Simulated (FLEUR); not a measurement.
Band structure of Gd (P6_3/mmc, 2 atoms in the cell).

```xyz
2
Lattice="3.6288 0.0000 0.0000 -1.8144 3.1427 0.0000 0.0000 0.0000 5.8805" Properties=species:S:1:pos:R:3 pbc="T T T"
Gd     0.0000     2.0951     1.4701
Gd     1.8144     1.0475     4.4104
```
Moments meant for the start (each program seeds them in its own way; μB, in the order of the atoms Gd Gd): 7.0 7.0.

Level of theory: PBE, all-electron FLAPW (FLEUR), scalar-relativistic valence.

Settings: Kmax = 3.8 1/bohr; GmaxXC = 11.4 1/bohr; xcFunctional = pbe; jspins = 2; l_soc = F; mode = hist; fermiSmearingEnergy = 0.00367493 Htr; mesh (inpgen div1-3) = 7 7 4; inpgen gamma flag = true; Gmax = 11.4 1/bohr; numbands = 0; maxIterBroyd = 40; imix = Anderson; alpha = 0.05.

The starting cell comes from a database of computed structures (which also holds hypothetical and non-ambient phases and stackings), without a prior relaxation at this level. Its lattice was rescaled by a random factor within 2.5 % of one. Spin-orbit coupling is off. The f electrons are in the valence without U or exact exchange, which can misplace them near the Fermi level. Spin-orbit terms, which matter for f shells, are left out. Values depend on the basis (sphere radii, cutoffs, local orbitals), which need not be converged.

Levels in eV from the Fermi level, bands 23 to 27 of the first spin channel:
```json
[
 {"point": "Γ", "23": "-4.69", "24": "-2.50", "25": "0.87", "26": "1.32", "27": "1.33"},
 {"point": "M", "23": "-2.14", "24": "-1.73", "25": "-1.32", "26": "-0.08", "27": "0.98"},
 {"point": "K", "23": "-1.15", "24": "-1.01", "25": "-1.01", "26": "-0.50", "27": "0.65"},
 {"point": "A", "23": "-3.61", "24": "-3.61", "25": "0.39", "26": "0.39", "27": "1.27"},
 {"point": "L", "23": "-2.16", "24": "-2.16", "25": "-0.51", "26": "-0.51", "27": "1.44"},
 {"point": "H", "23": "-0.90", "24": "-0.90", "25": "-0.57", "26": "-0.57", "27": "0.11"}
]
```
